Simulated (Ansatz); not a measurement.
We consider YScO3 (P6₃cm, No. 185, 30 atoms in the cell; start mp-769007), described by PBEsol (plane waves, PAW; Ansatz, a first-principles code).

Run with plane-wave cutoff 520 eV, 6×6×4 k mesh (along the axes of the cell as run), Fermi–Dirac smearing 0.01 eV, scalar-relativistic PAW data made under PBE.

Cell (relaxed with PBEsol):

ScYO$_{3}$ is modelled in the hexagonal space group P6₃cm (No. 185), Pearson symbol hP30. Conventional cell: a = b = 6.1343 Å, c = 12.0981 Å, α = β = 90.00°, γ = 120.00°. Y1 on 4b is surrounded by 6 O at 2.272–2.309 Å and 1 O at 2.575 Å. Y2 on 2a has 7 O at 2.276–2.428 Å. Sc on 6c is surrounded by 5 O at 2.024–2.071 Å (trigonal bipyramidal). O1 on 6c has 1 Sc at 2.038 Å and 3 Y at 2.272–2.276 Å. O2 on 6c sees 1 Sc at 2.024 Å and 3 Y at 2.309–2.321 Å (tetrahedral). O3 on 4b has 3 Sc at 2.059 Å and 1 Y at 2.575 Å (tetrahedral). O4 on 2a is surrounded by 3 Sc at 2.071 Å and 1 Y at 2.428 Å (tetrahedral). (Neighbours: up to the widest gap in distance over summed covalent radii, below 1.35, at either atom; cation-cation and far metal-metal contacts left out.)

### Question
What does this level give for the band gap?

### Answer

- band gap = 3.18 eV

Spin–orbit coupling is not included.

Static lattice: no zero-point or thermal effects.

A start named mp-… is a Materials Project structure, which need not be a measured phase.
